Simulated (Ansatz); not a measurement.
**A constructed model of the (111) surface of fcc Ir, p(2x2) layer of Sn, one a cell, on the site that continues the host's stacking (bottom of the slab: a bare face, its two planes held)**

Method: PBE (plane waves to 420 eV, PAW; Ansatz, a quantum-chemistry and plane-wave program).

Slab: 25 atoms, 13.6 Å thick at the start with caps and adatoms (thin: gaps and levels are the slab's own); k 8x8x1, smearing 0.1 eV, dipole-corrected; 8 atoms held, the rest relaxed; held to the start's symmetry, so lower structures may exist; no spin, no spin-orbit, no U. It is one candidate, not shown to be the stable structure of the face.

```json
{
  "work_function_of_the_top_face": "4.44 eV",
  "energy_released_by_relaxation": "0.31 eV",
  "cost": "about 11 core-minutes (a rough figure)"
}
```
